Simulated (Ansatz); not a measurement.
# How the bulk modulus B0 of SiO2 (P4₁2₁2, No. 92) moves with the method

No measured value is used here.

```tsv
level (code)	value (GPa)	cell (Å³/atom)
LDA (Ansatz)	11.1	14.01
PBE (Ansatz)	[?]	15.31
PBE-D4 (Ansatz)	15.3	13.75
r²SCAN-D4 (Ansatz)	15.8	13.70
```

### Question
Complete the blanks.

### Answer

- PBE (Ansatz, a program for electronic structure), value (GPa): 15.6

Each level is taken at its own relaxed cell. Cutoffs differ between the levels. Ansatz's density-functional and Hartree–Fock values are scalar-relativistic unless marked +SOC, with PAW data made under PBE.
